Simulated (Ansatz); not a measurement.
## Response to strain in MoTe2

The reference is MoTe2 (space group P6_3/mmc, No. 194; layered, stacked along the Cartesian z axis).

```xyz
6
Lattice="3.4966 0.0000 0.0000 -1.7483 3.0282 0.0000 0.0000 0.0000 13.6959" Properties=species:S:1:pos:R:3 pbc="T T T"
Te     1.7483     1.0094     5.2411
Te     0.0000     2.0188    12.0891
Te     0.0000     2.0188     8.4548
Te     1.7483     1.0094     1.6068
Mo     1.7483     1.0094    10.2720
Mo     0.0000     2.0188     3.4240
```

Cartesian axes are those of the cell as printed.

Strains are applied to the cell and any free atomic positions relax; under biaxial strain the out-of-plane vector relaxes too.

The values are results of PBE-D3(BJ) (Ansatz, a program for electronic structure), no spin-orbit coupling, not measurements.

```json
[
 {"biaxial strain, plane normal [001], relaxed out of plane (%)": "-3", "out-of-plane strain (%)": "1.41"},
 {"biaxial strain, plane normal [001], relaxed out of plane (%)": "-2.4", "out-of-plane strain (%)": "1.12"},
 {"biaxial strain, plane normal [001], relaxed out of plane (%)": "-1.8", "out-of-plane strain (%)": "?"},
 {"biaxial strain, plane normal [001], relaxed out of plane (%)": "-1.2", "out-of-plane strain (%)": "0.55"},
 {"biaxial strain, plane normal [001], relaxed out of plane (%)": "-0.6", "out-of-plane strain (%)": "0.28"},
 {"biaxial strain, plane normal [001], relaxed out of plane (%)": "0", "out-of-plane strain (%)": "0.00"}
]
```

Q: Fit ε⊥ = −νε + γε² (strains in %) to the rows shown and predict the withheld row.

A: Least squares on the printed values gives ν = 0.46 (the biaxial Poisson response) and γ = 0.005 (largest residual 0.01 %); this predicts 0.84 %, and the run gives 0.84 %, in agreement.

Stability against distortions was not tested. The D3 term's C6 switches between coordination references near this geometry, which can add small steps to energies.
